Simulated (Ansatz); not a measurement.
Consider Zr in the hcp (Mg type) structure (space group P6_3/mmc, No. 194; a = 3.244 Å, c = 5.158 Å; relaxed with 0.1 eV smearing). Axes: x lies along a and z along c of the hexagonal cell.

Computed with Ansatz (a first-principles code), r2SCAN, PAW, cutoff 500 eV, spin-orbit coupling left out.

Base values:

| Quantity | Value |
|---|---|
| Shortest interatomic distance | 3.187 Å |
| Pressure | 0.0 GPa |

It is then changed as follows: biaxial strain +1.00 %, plane normal [001], relaxed out of plane (Cartesian); in-plane vectors clamped, the third vector and the atoms free.

Question: Estimate the effect on the shortest interatomic distance.

Answer: The shortest interatomic distance decreases by 0.004 Å to 3.183 Å.

Question: Estimate the effect on the pressure.

Answer: The pressure (mean of the normal stresses, compression positive) goes from zero to -1.1 GPa.

No phonon test of stability was made. All final runs are without spin polarisation.
